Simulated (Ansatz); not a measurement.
Amorphous Al28O45Ga2, 75 atoms at 3.25 g/cm³, one PBE-relaxed geometry, zone centre. Methods: PBE, scalar-relativistic without spin-orbit coupling (Ansatz, an electronic-structure program); r2SCAN, scalar-relativistic without spin-orbit coupling (Ansatz); HSE06, scalar-relativistic without spin-orbit coupling (Ansatz). Plane waves to 420 eV (r2SCAN 500 eV); exact exchange is cut at the cell's faces. At PBE the levels at the filled edge of the gap are localised (band-tail or defect states), and the nearest spread-out levels lie 3.7 eV apart at the zone centre. All rungs ran without spin polarisation.

The cell was made by melting and quenching with the CHGNet potential and then relaxed with DFT. O atoms were pushed apart under 1.9 Å during the dynamics, to hinder bonds among them. The hot cell started wider than the set density and was brought back towards it in steps. It is the lowest in DFT energy of 2 quenches. It is a model cell: composition and starting density were chosen by hand, and all elements were melted together. No dispersion term was used. Its density started from a set value of 3.25 and ended at 3.25 g/cm³. The quench (nominally 280 K/ps over its main leg) was far faster than any real one, so the model tends to hold more defects than a real film. A cell of this size samples the disorder only roughly. The volume was held where the preparation left it, at a PBE pressure of 1.0 GPa. Stress components on the final sampling reach 3.2 GPa.

The relaxation ran on the zone centre alone. At PBE the level gap is 3.17 eV on a 2×2×2 Γ-centred mesh, and the spacing at the zone centre alone 3.23 eV.

Q: What zone-centre spacing does r2SCAN give, roughly?

A: 3.84 eV (+0.62 eV against PBE).

Q: What zone-centre spacing does HSE06 give, roughly?

A: 4.93 eV (+1.71 eV against PBE).

The highest filled and the lowest empty state spread over these numbers of atoms (participation numbers): PBE: 4.4 and 57.8; r2SCAN: 4.2 and 56.5; HSE06: 4.3 and 58.6.
